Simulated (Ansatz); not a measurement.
Take WS₂ (space group P6_3/mmc, No. 194; a = 3.154 Å, c = 12.141 Å; layered, stacked along the Cartesian z axis) as the base.

Computed with DFT with PBE-D3(BJ), PAW potentials and a 420 eV plane-wave cutoff in Ansatz (an electronic-structure program), scalar-relativistic without spin-orbit coupling.

One change was made to it. Results:

```tsv
quantity	base	after
density	7.87 g/cm³	8.65 g/cm³
valence-band top at Γ (three highest levels, from the VBM)	0.00, -1.30, -1.42 eV	0.00, -1.08, -1.76 eV
band gap	0.88 eV	0.51 eV
smallest direct gap	1.83 eV	1.94 eV
```

**Question.** Name the change that was made.
A. pressure −1 GPa
B. pressure 7.5 GPa
C. pressure 3 GPa
D. pressure 0.3 GPa
E. pressure −2 GPa

**Answer.** B, pressure 7.5 GPa. For comparison, the band gap in the other runs: pressure 0.3 GPa gives 0.86 eV; pressure −1 GPa gives 0.98 eV; pressure −2 GPa gives 1.13 eV; pressure 3 GPa gives 0.70 eV.

Spin-orbit coupling, missing from the scalar runs, can matter with W. Load acts through the strain it causes; cell and atoms are relaxed under it. No phonon test of stability was made. No other phases were tried under pressure.
